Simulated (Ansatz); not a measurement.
Defect migration in monoclinic HfO2: Hf vacancy, charge state -4. The step: a nearby Hf atom hops onto the vacant site; the atom moves 2.97 Å along (0.49, -0.08, 0.37) of the unit cell; the moving atom starts with neighbours O at 1.94, O at 1.98, O at 2.06, O at 2.28, O at 2.31, O at 2.35, O at 2.43 Å and ends with O at 1.94, O at 1.98, O at 2.06, O at 2.28, O at 2.31, O at 2.35, O at 2.43 Å. A PBE band in Ansatz (plane-wave PAW, the Γ point alone, 96 host sites, 100 SCF runs with any check of the saddle's order, static, no finite-size correction) gives a forward barrier of 2.15 eV. The saddle point's order was not checked. The charge state is imposed; whether it is stable for some Fermi level was not computed. Forms of the defect that were not tried may lie lower.

Single points at the band's start and saddle point can refine it. Rough cost of one point, in units of the band's mean SCF on the same machine:

| Level | Cost of one point |
|---|---|
| PBE, a 2×2×2 k-point mesh shifted by half a step | about 9 |
| r2SCAN at 500 eV, the Γ point alone | about 2 |

Task: Which of these move the barrier by more than 0.1 eV, and how far does each move it?

Result: PBE, a 2×2×2 k-point mesh shifted by half a step: 0.00 eV; r2SCAN at 500 eV, the Γ point alone: +0.12 eV. Each functional is compared with PBE at the same k-points.

Ansatz is an electronic-structure program.
